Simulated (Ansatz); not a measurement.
Migration barriers: Al-vacancy pair in monoclinic HfO2, charge state +1

System: Al-vacancy pair (Al on one host Hf site, one O site vacant) in monoclinic HfO2 (charge state +1). Calculation: PBE, PAW (plane waves to 420 eV; Ansatz, an electronic-structure program).

96-site cell at the relaxed PBE lattice, the Γ point alone, smearing 0.01 eV, spin-restricted, no finite-size correction. Energies are static. Spin-orbit coupling is left out. The charge state is imposed; whether it is stable for some Fermi level was not computed. Forms of the defect that were not tried may lie lower.

Barriers: single points on a 2×2×2 k-point mesh shifted by half a step at the bands' geometries.

| Route | Start site over the lowest site run (eV) | Hop (Å) | Forward barrier (eV) | Backward barrier (eV) | Neighbours at the start | Neighbours at the saddle | Saddle order | Forward, on the band's own sampling (eV) |
|---|---|---|---|---|---|---|---|---|
| a nearby O atom hops onto the vacant site (Al-vacancy distance between ideal sites 2.05 → 4.57 Å) | 0.00 | 1.99 | 0.83 | 0.15 | Hf at 2.08, Hf at 2.10, Hf at 2.16; O at 2.60, O at 2.68 Å | Hf at 1.90, Hf at 1.91 Å | first order | 0.84 |
| a nearby O atom hops onto the vacant site (Al-vacancy distance between ideal sites 2.05 → 2.15 Å) | 0.00 | 2.56 | 1.16 | 1.11 | Al at 1.92; Hf at 2.05, Hf at 2.09; O at 2.44, O at 2.46 Å | Al at 1.94; Hf at 2.19 Å | first order | 1.19 |
| a nearby O atom hops onto the vacant site (Al-vacancy distance between ideal sites 2.05 → 3.82 Å) | 0.00 | 2.59 | 1.36 | 0.61 | Hf at 2.06, Hf at 2.07, Hf at 2.21; O at 2.58, O at 2.62 Å | Hf at 2.03, Hf at 2.23, Hf at 2.54; O at 2.51, O at 2.53 Å | first order | 1.37 |
| a nearby O atom hops onto the vacant site (Al-vacancy distance between ideal sites 2.05 → 4.45 Å) | 0.00 | 2.77 | 1.54 | 0.73 | Hf at 2.04, Hf at 2.12, Hf at 2.17; O at 2.58, O at 2.62 Å | Hf at 1.93 Å | first order | 1.54 |

Paths come from CI-NEB runs.   A further band (a nearby O atom hops onto the vacant site (Al-vacancy distance between ideal sites 2.05 → 2.27 Å), 2.12 Å) gave 0.52 eV forward on its own sampling, 0.52 eV above the lowest site run, but a shoulder points to a second hump between its images, so it is not taken as a result.

The whole set of runs took very roughly 9 core-hours.
